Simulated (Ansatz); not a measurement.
For ZnS (P3m1, No. 156, 20 atoms in the cell; start mp-557308; a measured phase of this formula has another space group), LDA (Ansatz, a first-principles code, plane waves, PAW) gives:

equilibrium lattice constant a: 3.744 Å
lattice parameter c: 30.605 Å
cohesive energy: 3.72 eV/atom
band gap: 2.14 eV

Task: What does r²SCAN (Ansatz, plane waves, PAW) give for the same quantities?

Result: 
- lattice constant a: 3.810 Å (rises by 1.8 %)
- lattice parameter c: 31.136 Å (grows by 1.7 %)
- cohesive energy: 3.19 eV/atom (decreases by 0.53 eV/atom)
- band gap: 2.72 eV (increases by 0.58 eV)

Changes are worked out from the printed values.

Unless a cell is named, each level is at its own relaxed cell (LDA 18.57, r²SCAN 19.57 Å³/atom).

Density-functional gaps are differences of (generalised) Kohn–Sham levels.

Caveats: the relaxation could not lower the start's symmetry, so the cell can be a saddle point above a distorted one (LDA, r²SCAN). Ansatz's density-functional and Hartree–Fock values are scalar-relativistic unless marked +SOC, with PAW data made under PBE.

A start named mp-… is a Materials Project structure, which need not be a measured phase.
